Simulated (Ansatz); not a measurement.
Start from TiC in the rock salt structure (space group Fm-3m, No. 225; relaxed with 0.1 eV smearing).

```yaml
crystal:
  lattice:
    - [0.00000, 2.13046, 2.13046]
    - [2.13046, 0.00000, 2.13046]
    - [2.13046, 2.13046, 0.00000]
  atoms:
    - { symbol: Ti, position: [0.00000, 0.00000, 0.00000] }
    - { symbol: C, position: [0.50000, 0.50000, 0.50000] }
```

Level of theory: LDA (Ansatz, an electronic-structure program; PAW; 420 eV plane waves; scalar-relativistic without spin-orbit coupling).

Strains are applied to the cell and any free atomic positions relax.

One change was made to it. Results:

| quantity | base | after |
|---|---|---|
| pressure | 0.0 GPa | 19.3 GPa |
| energy relative to the base (free energy F) | 0 meV/atom | +33 meV/atom |

Problem. Name the change that was made.
A) isotropic strain −2.00 %
B) isotropic strain +1.50 %
C) isotropic strain −0.50 %

Solution. A, isotropic strain −2.00 %. For comparison, the energy relative to the base in the other runs: isotropic strain −0.50 % gives +1.9 meV/atom; isotropic strain +1.50 % gives +16 meV/atom.

No phonon test of stability was made. The final runs are not spin-polarised.
